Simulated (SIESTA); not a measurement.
Worked example: self-consistent single point of MgSiH₂O₄ (P1, 8 atoms in the cell) in SIESTA.

Method: GGA PBEsol, numerical atomic orbitals DZP, PseudoDojo PBEsol standard norm-conserving potentials (rewritten from UPF to PSML) (SIESTA).

```xyz
8
Lattice="4.2827 0.0000 0.0000 0.0000 2.8563 0.0000 -0.2637 0.0000 4.7704" Properties=species:S:1:pos:R:3 pbc="T T T"
Mg     1.9825     1.3873     2.4207
Si    -0.0012     0.0463     0.0732
H     -0.1302    -0.0180     2.3885
H      2.1475     1.4387    -0.0594
O      3.3001     0.0447     3.2181
O      0.7486    -0.0044     1.5145
O      3.1403     1.3890     0.5553
O      0.8695     1.4291     4.2002
```

Reference input (self-consistent single point, DFT, LDA PW92, numerical atomic orbitals DZP, PseudoDojo LDA standard norm-conserving potentials (rewritten from UPF to PSML)): XC.functional = LDA; XC.authors = PW92; potentials = PseudoDojo LDA standard; PAO.BasisSize = DZP; PAO.EnergyShift = 0.01 Ry; MeshCutoff = 300 Ry; kgrid.MonkhorstPack = 5 8 5; OccupationFunction = FD; ElectronicTemperature = 10 K; MaxSCFIterations = 150; SCF.Mixer.Method = Pulay; SCF.Mixer.Weight = 0.25. This run's input differs from it in these lines:

```diff
@@ -1,2 +1,2 @@
-# files in the folder: Mg.psml Si.psml H.psml O.psml (PseudoDojo LDA standard)
+# files in the folder: Mg.psml Si.psml H.psml O.psml (PseudoDojo PBEsol standard)
 SystemName  MgSi(HO2)2
@@ -30,4 +30,4 @@
 
-XC.functional                LDA
-XC.authors                   PW92
+XC.functional                GGA
+XC.authors                   PBEsol
 PAO.BasisSize                DZP
```

Output (repeated stretches shortened):

```
        iscf     Eharris(eV)        E_KS(eV)     FreeEng(eV)     dDmax    Ef(eV) dHmax(eV)
   scf:    1    -3542.627857    -3556.896134    -3556.896134  1.762303 -4.581995  5.903353
   scf:    2    -3560.946497    -3559.225112    -3559.225112  0.121336 -5.251432  3.476161
   scf:    3    -3559.824910    -3559.662880    -3559.662880  0.068237 -6.038713  1.464588
   scf:    4    -3559.683933    -3559.675452    -3559.675452  0.025058 -6.597637  0.287008
   scf:    5    -3559.675658    -3559.676029    -3559.676029  0.005496 -6.722721  0.089114
   [... 3 lines left out ...]
   scf:    9    -3559.676436    -3559.676436    -3559.676436  0.000032 -6.750948  0.000653
   scf:   10    -3559.676436    -3559.676436    -3559.676436  0.000043 -6.750701  0.000277
   scf:   11    -3559.676436    -3559.676436    -3559.676436  0.000013 -6.750538  0.000066
   scf:   12    -3559.676436    -3559.676436    -3559.676436  0.000002 -6.750518  0.000045
SCF Convergence by DM+H criterion
max |DM_out - DM_in|         :     0.0000016254
max |H_out - H_in|      (eV) :     0.0000448803
SCF cycle converged after 12 iterations

Using DM_out to compute the final energy and forces

siesta: E_KS(eV) =            -3559.6764

siesta: E_KS - E_eggbox =     -3559.6764

siesta: Atomic forces (eV/Ang):
     1    0.324346    0.400078   -0.263250
     2   -0.760928   -0.228682   -3.140374
     3   -0.419576    0.142752    0.538872
     4   -0.221570   -0.147989    0.319602
     5   -0.655428   -0.593620   -0.402723
     6    1.532035   -0.245083    2.495569
     7    2.035568    0.478895    0.935971
     8   -1.815009    0.203152   -0.494106
   Tot    0.019438    0.009502   -0.010440
   Max    3.140374
   Res    1.116086    sqrt( Sum f_i^2 / 3N )
   Max    3.140374    constrained

   [... lines left out ...]
siesta: FreeEng =     -3559.676436
   [... lines left out ...]
siesta:    -0.004916    0.006653   -0.056334
siesta:     0.006653    0.019804   -0.003957
siesta:    -0.056334   -0.003957   -0.033634

siesta: Cell volume =         58.354841 Ang**3

siesta: Pressure (static):
siesta:                Solid            Molecule  Units
siesta:           0.00006806         -0.00034201  Ry/Bohr**3
siesta:           0.00624853         -0.03140185  eV/Ang**3
siesta:          10.01124915        -50.31131222  kBar
```

The run converged in 12 iterations. Against the reference run the pressure goes from -4.78 to 1.00 GPa, the largest force goes from 3.097 to 3.239 eV/Å and the gap on the mesh goes from 4.788 to 4.764 eV.

The starting cell comes from a database of computed structures (which also holds hypothetical and non-ambient phases and stackings), without a prior relaxation at this level. Its atoms were displaced at random from the sites of space group no. 10. Values carry the incompleteness of an atom-centred basis. Forces in this geometry exceed 1 eV/Å.
